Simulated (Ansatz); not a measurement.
BP under load (space group F-43m), PBE with spin-orbit coupling, rigid bands (Ansatz, a program for electronic structure). Condition of this run: hydrostatic pressure of 4 GPa (compression positive) (the target of the relaxation). Band gap 1.18 eV, N_c = 4.21e19 cm⁻³ and N_v = 2.63e19 cm⁻³ at 300 K, conductivity masses of 0.336 mₑ (electrons) and 0.427 mₑ (holes). Take k_BT = 0.02585 eV.

**Question.** What built-in voltage has an abrupt junction with N_A = 1e17 and N_D = 1e17 cm⁻³, all dopants ionised?

**Answer.** V_bi = E_g/e − (k_BT/e) ln(N_c N_v/(N_A N_D)) = 1.18 − 0.02585 × 11.61 = 0.88 V, for the computed gap.

**Question.** Find the intrinsic carrier density and the intrinsic Fermi level.

**Answer.** n_i = √(N_c N_v) exp(−E_g/2k_BT) = 3.33e19 × exp(−22.82) = 4.1e9 cm⁻³. The level lies (k_BT/2) ln(N_v/N_c) = -6 meV from mid-gap (positive towards the conduction band). Each 0.1 eV added to the gap lowers n_i by a factor of 6.9.

**Question.** What thermal injection velocity √(2k_BT/πm) limits a ballistic channel?

**Answer.** 9.28e6 cm/s for electrons and 8.23e6 cm/s for holes, a ratio of √(m_h/m_e) = 1.13, for dilute carriers.

Rigid bands with the computed gap; masses take one relaxation time for all states. Geometry: cell and atoms relaxed with PBEsol.
